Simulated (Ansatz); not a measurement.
Results of PBE-D3(BJ) (PAW; Ansatz, a program for electronic structure) for 1T (CdI2-type) MgI₂.

Numerical settings: plane-wave cutoff 500 eV, 12×12×6 k mesh (along the axes of the cell as run), gaussian smearing 0.02 eV, scalar-relativistic PAW data made under PBE.

Computed at the level's own relaxed cell.

Q: Predict the equilibrium volume per atom, lattice parameter a and lattice parameter c.

A: 
- equilibrium volume per atom = 33.54 Å³/atom
- lattice parameter a = 4.124 Å
- lattice parameter c = 6.830 Å

Measured, for comparison: lattice constant a 4.14 Å, lattice parameter c 6.88 Å (temperature not stated, copied from a table, unchecked, not corrected to a static lattice; as tabulated in Crystal Structures 1, 239 (1963)). Computed (rounded) less measured: lattice constant a not scored (unchecked), lattice parameter c not scored (unchecked). A static lattice is as a rule a little smaller and stiffer than an uncorrected measurement, which narrows the difference in the lattice constant a, lattice parameter c and would widen misses of the other sign.

Spin–orbit coupling is not included.
